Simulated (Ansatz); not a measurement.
Relaxation of the outer planes of the (10-10) surface of hcp Sc in its 1x1 cell, outermost plane spacing 0.96 Å in the ideal cut.

These are PBE (plane waves to 420 eV, PAW; Ansatz, an electronic-structure program) values and carry that method's errors.

Set-up: 8 atoms, 9.6 Å thick at the start (thin: gaps and levels are the slab's own); mesh 11x7x1; 0.1 eV smearing; dipole correction on; all atoms relaxed; symmetry of the start imposed; no spin, no spin-orbit, no U.

| plane | atoms | bulk spacing to the next (Å) | relaxed spacing (Å) | change (%) | rumpling (Å) |
|---|---|---|---|---|---|
| 1 | Sc | 0.958 | 1.000 | 4.3 | 0.00 |
| 2 | Sc | 1.917 | 1.737 | -9.4 | 0.00 |
